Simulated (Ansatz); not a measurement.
## A constructed model of the (111) surface of fcc Rh, p(2x2) layer of I, one a cell, on the site that continues the host's stacking (bottom of the slab: a bare face, its two planes held)

Computed with PBE (plane waves to 420 eV, PAW; Ansatz, a first-principles code).

Model: 25-atom slab, 13.5 Å thick at the start with caps and adatoms (thin: gaps and levels are the slab's own), 8x8x1 mesh, Fermi-Dirac 0.1 eV, dipole correction, 8 atoms held, the rest relaxed; start symmetry kept, larger cells not searched; no spin, no spin-orbit, no U. It is one candidate, not shown to be the stable structure of the face.

| Property | Value |
|---|---|
| work function of the top face | 4.29 eV |
| energy released by relaxation | 0.29 eV |
| cost | very roughly 8 core-minutes |
